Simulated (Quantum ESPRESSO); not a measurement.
Quantum ESPRESSO run on LaAl5Ni2 (Immm, 8 atoms in the cell): self-consistent single point.

Method of the run: PBEsol, GBRV 1.5 ultrasoft (PBESOL) pseudopotentials (plane waves; Quantum ESPRESSO).

The change in words: lattice scaled by 0.98. Reference geometry:
```yaml
crystal:
  lattice:
    - [-2.00227, 3.50710, 4.82543]
    - [2.00227, -3.50710, 4.82543]
    - [2.00227, 3.50710, -4.82543]
  atoms:
    - { symbol: La, position: [0.00000, 0.00000, 0.00000] }
    - { symbol: Al, position: [0.50000, 0.00000, 0.50000] }
    - { symbol: Al, position: [0.84934, 0.66072, 0.18862] }
    - { symbol: Al, position: [0.15066, 0.33928, 0.81138] }
    - { symbol: Al, position: [0.47210, 0.66072, 0.81138] }
    - { symbol: Al, position: [0.52790, 0.33928, 0.18862] }
    - { symbol: Ni, position: [0.73572, 0.23572, 0.50000] }
    - { symbol: Ni, position: [0.26428, 0.76428, 0.50000] }
```

Reference input (self-consistent single point, DFT, PBEsol, plane waves, GBRV 1.5 ultrasoft (PBESOL) pseudopotentials): ecutwfc = 50 Ry; ecutrho = 400 Ry; occupations = smearing; smearing = gauss; degauss = 0.019992 Ry; potentials = {La: la_pbesol_v1.uspp.F.UPF, Al: al_pbesol_v1.uspp.F.UPF, Ni: ni_pbesol_v1.4.uspp.F.UPF}; K_POINTS = automatic 5 5 5 0 0 0; conv_thr = 1e-10 Ry. This run's input differs from it in these lines:

```diff
@@ -27,14 +27,14 @@
 CELL_PARAMETERS angstrom
-  -2.002270000     3.507095000     4.825430000
-   2.002270000    -3.507095000     4.825430000
-   2.002270000     3.507095000    -4.825430000
+  -1.962225000     3.436953000     4.728921000
+   1.962225000    -3.436953000     4.728921000
+   1.962225000     3.436953000    -4.728921000
 ATOMIC_POSITIONS angstrom
 La    0.000000000    0.000000000    0.000000000
-Al    0.000000000    3.507095000    0.000000000
-Al    0.000000000    1.323016518    6.376516219
-Al    2.002270000    2.184078482   -1.551086219
-Al    2.002270000    2.184078482    1.551086219
-Al    0.000000000    1.323016518    3.274343781
-Ni    0.000000000    3.507095000    2.274900719
-Ni    2.002270000    0.000000000    2.550529281
+Al    0.000000000    3.436953000    0.000000000
+Al    0.000000000    1.296556150    6.248985366
+Al    1.962225000    2.140396850   -1.520064366
+Al    1.962225000    2.140396850    1.520064366
+Al    0.000000000    1.296556150    3.208856634
+Ni    0.000000000    3.436953000    2.229402516
+Ni    1.962225000    0.000000000    2.499518484
 K_POINTS automatic
```

Output, abridged:

```
     Self-consistent Calculation

     iteration #  1     ecut=    50.00 Ry     beta= 0.70

---- Real-time Memory Report at c_bands before calling an iterative solver
          1095 MiB given to the printing process from OS
           174 MiB allocation reported by mallinfo(arena+hblkhd)
------------------

     negative rho (up, down):  1.295E-02 0.000E+00

     total energy              =    -746.96513341 Ry
     estimated scf accuracy    <     100.43783348 Ry

     iteration #  2     ecut=    50.00 Ry     beta= 0.70

---- Real-time Memory Report at c_bands before calling an iterative solver
   [... lines left out ...]
          1208 MiB given to the printing process from OS
           202 MiB allocation reported by mallinfo(arena+hblkhd)
------------------

     negative rho (up, down):  5.559E-02 0.000E+00

     total energy              =    -822.03206063 Ry
     estimated scf accuracy    <          9.2E-10 Ry

     iteration # 29     ecut=    50.00 Ry     beta= 0.70

---- Real-time Memory Report at c_bands before calling an iterative solver
          1208 MiB given to the printing process from OS
           202 MiB allocation reported by mallinfo(arena+hblkhd)
------------------

     negative rho (up, down):  5.559E-02 0.000E+00
     End of self-consistent calculation

     the Fermi energy is    11.2347 ev

!    total energy              =    -822.03206063 Ry
     estimated scf accuracy    <          2.6E-11 Ry
     smearing contrib. (-TS)   =      -0.00552558 Ry
     internal energy E=F+TS    =    -822.02653505 Ry

     convergence has been achieved in  29 iterations

     negative rho (up, down):  5.559E-02 0.000E+00

     Forces acting on atoms (cartesian axes, Ry/au):

     atom    1 type  1   force =     0.00000000    0.00000000    0.00000000
     atom    2 type  2   force =    -0.00000000   -0.00000000    0.00000000
     atom    3 type  2   force =    -0.00000000    0.00528002   -0.00671571
     atom    4 type  2   force =     0.00000000   -0.00528002    0.00671571
     atom    5 type  2   force =     0.00000000   -0.00528002   -0.00671571
   [... lines left out ...]
     Total force =     0.021916     Total SCF correction =     0.000004
   [... lines left out ...]

     negative rho (up, down):  5.559E-02 0.000E+00
          total   stress  (Ry/bohr**3)                   (kbar)     P=       61.74
   0.00045100   0.00000000  -0.00000000           66.34        0.00       -0.00
  -0.00000000   0.00042779  -0.00000000           -0.00       62.93       -0.00
   0.00000000  -0.00000000   0.00038038            0.00       -0.00       55.96

   JOB DONE.
```

The run converged in 29 iterations. Against the reference run the free energy goes up by 15.1 meV/atom, the pressure goes from -1.01 to 6.17 GPa and the largest force goes from 0.094 to 0.250 eV/Å.

The starting cell comes from a database of computed structures (which also holds hypothetical and non-ambient phases and stackings), without a prior relaxation at this level. For this run, on top of that: lattice scaled by 0.98. Spin polarisation is off. With a pressure of about 6 GPa the cell is away from its equilibrium volume at this level.

Cost on one core of a shared machine: roughly 8 min.
